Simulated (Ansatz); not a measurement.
**Au, response to strain**

Start from Au in the fcc (Cu type) structure (space group Fm-3m, No. 225; a = 4.083 Å; relaxed with 0.1 eV smearing). Axes: x, y, z lie along the cube axes.

Strains are applied to the cell and any free atomic positions relax.

Computed with PBEsol in Ansatz (plane waves to 420 eV, PAW, scalar-relativistic without spin-orbit coupling).

Candidates:
(a) uniaxial strain ε_zz = −1.00 %
(b) uniaxial strain ε_zz = −3.00 %
(c) uniaxial strain ε_zz = +2.50 %

Notes on the quantities. energy relative to the base: free energy F.

Question: Order them by energy relative to the base, lowest first.

Answer: (a) uniaxial strain ε_zz = −1.00 % (+1.1 meV/atom), (c) uniaxial strain ε_zz = +2.50 % (+6.1 meV/atom), (b) uniaxial strain ε_zz = −3.00 % (+10 meV/atom)

Stability against distortions was not tested.

Ansatz is a program for electronic structure.
